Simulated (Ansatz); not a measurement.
The reference is HfO$_{2}$ (space group P4_2/nmc, No. 137).

```
CELL_PARAMETERS angstrom
      3.56707     0.00000     0.00000
      0.00000     3.56707     0.00000
      0.00000     0.00000     5.16596
ATOMIC_POSITIONS crystal
  Hf 0.00000 0.00000 0.00000
  Hf 0.50000 0.50000 0.50000
  O  0.00000 0.50000 0.20010
  O  0.00000 0.50000 0.70010
  O  0.50000 0.00000 0.29990
  O  0.50000 0.00000 0.79990
```

Cartesian axes are those of the cell as printed.

All numbers come from PBEsol (Ansatz, a quantum-chemistry and plane-wave program), no spin-orbit coupling.

For the base:

The band gap is 4.57 eV.

Perturbation: compressive biaxial strain of 0.14 % in the plane normal to [001], as in epitaxy on a mismatched substrate; the out-of-plane cell vector and the atoms relax.

Problem. How does this affect the band gap?

Solution. The band gap stays 4.57 eV.

Problem. Estimate the effect on the out-of-plane strain.

Solution. The out-of-plane strain is +0.06 %.

Problem. What happens to the in-plane stress?

Solution. The mean in-plane stress (compression positive) amounts to +0.8 GPa.

Spin-orbit coupling, missing from the scalar runs, can matter with Hf. Whether these cells are dynamically stable was not tested. This is not the structure that HfO2 has at room temperature and ambient pressure.
